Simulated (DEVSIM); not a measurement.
System: abrupt Si p-n junction, at 300 K.

Layer 1 from the left is Si, thickness (μm) 4.50, Na (cm⁻³) 2.3e18, τn (s) 2.9e-5, τp (s) 2.9e-5. Layer 2 from the left is Si, thickness (μm) 14.0, Nd (cm⁻³) 6.9e17, τn (s) 2.9e-5, τp (s) 2.9e-5.

Left contact: ohmic. Right contact: ohmic. Voltage is applied to the left contact. Recombination: SRH at mid-gap, radiative, Auger. Mobility is constant in doping.

This is a model device: material constants are rounded textbook-type values typed into the input, and sizes, dopings and lifetimes were drawn at random. Values at 300 K.

Si: gap (eV) 1.124, affinity (eV) 4.05, permittivity 11.7, Nc (cm⁻³) 2.86e19, Nv (cm⁻³) 3.1e19, μn (cm²/Vs) 1417, μp (cm²/Vs) 470, B (cm³/s) 4.7e-15, Cn (cm⁶/s) 2.8e-31, Cp (cm⁶/s) 9.9e-32.

Task: Estimate by hand the built-in potential, the peak field at zero bias, and compare with a numerical solution.

Result: 
- Built-in potential: ni = √(Nc Nv) exp(−Eg/2kT) = 1.08e10 cm⁻³ with Eg = 1.124 eV; Vbi = kT/q ln(Na Nd/ni²) = 0.960 V; numerical 0.960 V.
- Peak field at zero bias: depletion approximation: W = √(2εVbi/(qN)) = 0.0484 μm with N = 5.31e17 cm⁻³; field = 2Vbi/W = 397000 V/cm; numerical 386000 V/cm (estimate above by 2.8 %).

Simulated with DEVSIM: 1D drift-diffusion, Boltzmann statistics, complete ionisation; no tunnelling, impact ionisation, image-force lowering or self-heating.
